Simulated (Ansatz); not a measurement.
**Several settings converged on CsLaS2 (R-3m, 4 atoms in the cell)**

```
CsLaS2
1.0
    2.15515     1.24428     8.06014
   -2.15515     1.24428     8.06014
    0.00000    -2.48855     8.06014
Cs La S
1 1 2
Direct
  0.00000   0.00000   0.00000
  0.50000   0.50000   0.50000
  0.22909   0.22909   0.22909
  0.77091   0.77091   0.77091
```

Base method: LDA (PW92), default PAW files made with PBE (plane waves; Ansatz, an electronic-structure program).

Base settings: basis.ecutwfc = 420 eV; kpoints.mp_grid.grid = 7 7 7; hamiltonian.xc = lda; hamiltonian.pseudopotentials = {kind: paw} (the program's default PAW files); scf.occupations.method = fixed.

Core times come from one kind of shared machine, to one figure; runs under 30 s give none.

**Zone-centre phonons against the cutoff**

In this ladder: phonons.method = dfpt; phonons.dielectric = true; phonons.rigid_motions = translations.

The mesh stays at the base's, so the ladder's end is converged at best in this setting alone.

Frequencies are those of the unrelaxed cell, without the LO-TO term of polar crystals.

Only quantities that move along the ladder and can be compared are tabulated.

ε∞ and Born charges come from denser meshes that the program picks itself.

```csv
basis.ecutwfc,highest zone-centre frequency (cm⁻¹),largest Born charge (mean of the diagonal) (e),core time / last (rough)
210 eV,235.5,3.653,0.3
250 eV,231.0,3.684,0.3
355 eV,229.6,3.676,0.5
420 eV,229.7,3.676,1
```

Coarsest basis.ecutwfc that holds the largest Born charge (mean of the diagonal) within 0.005 e of the last step, with all finer ones: 355 eV; the step before is off by 0.008 e.

Coarsest basis.ecutwfc that holds the highest zone-centre frequency within 2 cm⁻¹ of the last step, with all finer ones: 250 eV, at about 0.3 of the last step's time; the step before is off by 5.9 cm⁻¹.

**The force threshold of a relaxation**

On CsLaS₂ (R3m, 4 atoms in the cell): one atom moved by 0.15 angstrom.

In this ladder: relax = atoms.

The mesh stays at the base's, so the ladder's end is converged at best in this setting alone.

Only quantities that move along the ladder and can be compared are tabulated.

```csv
relax.f_tol,free energy less the last step's (meV/atom),largest force left (eV/Å),relaxation steps,core time / last (rough)
0.2 eV/Å,1.13,0.0924,3,0.4
0.05 eV/Å,0.00,0.0043,4,0.4
0.02 eV/Å,0.00,0.0045,5,0.6
0.001 eV/Å,0.00,0.0000,9,1
```

Coarsest relax.f_tol that holds the free energy within 1 meV/atom of the last step, with all finer ones: 0.05 eV/Å, at about 0.4 of the last step's time; the step before is off by 1.1 meV/atom.

Coarsest relax.f_tol that holds the largest force left within 0.02 eV/Å of the last step, with all finer ones: 0.05 eV/Å, at about 0.4 of the last step's time; the step before is off by 0.092 eV/Å.

On the base run: the starting cell comes from a database of computed structures (which also holds hypothetical and non-ambient phases and stackings), without a prior relaxation at this level. Its lattice was rescaled by up to half a per cent.

Keys are those of Ansatz 0.2.
